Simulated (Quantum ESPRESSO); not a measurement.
A self-consistent single point of LiF (Fm-3m, 2 atoms in the cell) with Quantum ESPRESSO.

Method of the run: vdW-DF2, GBRV 1.5 ultrasoft (PBE) pseudopotentials (plane waves; Quantum ESPRESSO 7.5).

```
LiF
1.0
    0.00000     1.99619     1.99619
    1.99619     0.00000     1.99619
    1.99619     1.99619     0.00000
Li F
1 1
Cartesian
  0.00000   0.00000   0.00000
  1.99619   1.99619   1.99619
```

Reference input (self-consistent single point, DFT, LDA (PZ), plane waves, GBRV 1.5 ultrasoft (LDA) pseudopotentials): ecutwfc = 40 Ry; ecutrho = 200 Ry; occupations = fixed; potentials = {Li: li_lda_v1.4.uspp.F.UPF, F: f_lda_v1.4.uspp.F.UPF}; K_POINTS = automatic 14 14 14 0 0 0; nbnd = 9; conv_thr = 1e-10 Ry; mixing_beta = 0.5. This run's input differs from it in these lines:

```diff
@@ -16,2 +16,3 @@
   nbnd = 9
+  input_dft = 'vdw-df2'
 /
@@ -22,4 +23,4 @@
 ATOMIC_SPECIES
-Li     6.9400  li_lda_v1.4.uspp.F.UPF
-F     18.9984  f_lda_v1.4.uspp.F.UPF
+Li     6.9400  li_pbe_v1.4.uspp.F.UPF
+F     18.9984  f_pbe_v1.4.uspp.F.UPF
 CELL_PARAMETERS {angstrom}
```

Output, abridged:

```
     Self-consistent Calculation

     iteration #  1     ecut=    40.00 Ry     beta= 0.50

     Threshold (ethr) on eigenvalues was too large:
     Diagonalizing with lowered threshold

     total energy              =     -63.93909035 Ry
     estimated scf accuracy    <       0.02142640 Ry

     iteration #  2     ecut=    40.00 Ry     beta= 0.50

     total energy              =     -63.93780973 Ry
     estimated scf accuracy    <       0.00377460 Ry

     iteration #  3     ecut=    40.00 Ry     beta= 0.50

     total energy              =     -63.93813780 Ry
     estimated scf accuracy    <       0.00037128 Ry

   [... 3 blocks of this kind left out ...]

     iteration #  7     ecut=    40.00 Ry     beta= 0.50

     total energy              =     -63.93822598 Ry
     estimated scf accuracy    <          2.4E-09 Ry

     iteration #  8     ecut=    40.00 Ry     beta= 0.50
     End of self-consistent calculation

     Number of k-points >= 100: set verbosity='high' to print the bands.

     highest occupied, lowest unoccupied level (ev):     0.7419   10.2254

!    total energy              =     -63.93822599 Ry
     estimated scf accuracy    <          1.8E-11 Ry

     convergence has been achieved in   8 iterations

     Forces acting on atoms (cartesian axes, Ry/au):

     atom    1 type  1   force =    -0.00000000    0.00000000   -0.00000000
     atom    2 type  2   force =     0.00000000   -0.00000000    0.00000000

     Total force =     0.000000     Total SCF correction =     0.000000

          total   stress  (Ry/bohr**3)                   (kbar)     P=       44.95
   0.00030558   0.00000000  -0.00000000           44.95        0.00       -0.00
  -0.00000000   0.00030558   0.00000000           -0.00       44.95        0.00
   0.00000000  -0.00000000   0.00030558            0.00       -0.00       44.95

   JOB DONE.
```

The run converged in 8 iterations. Against the reference run the pressure goes from -5.13 to 4.50 GPa and the gap on the mesh goes from 9.053 to 9.484 eV.

The starting cell comes from a database of computed structures (which also holds hypothetical and non-ambient phases and stackings), without a prior relaxation at this level. Its lattice was rescaled by a random factor within 2.5 % of one. With a pressure of about 4 GPa the cell is away from its equilibrium volume at this level.

Cost on one core of a shared machine: roughly 80 s.
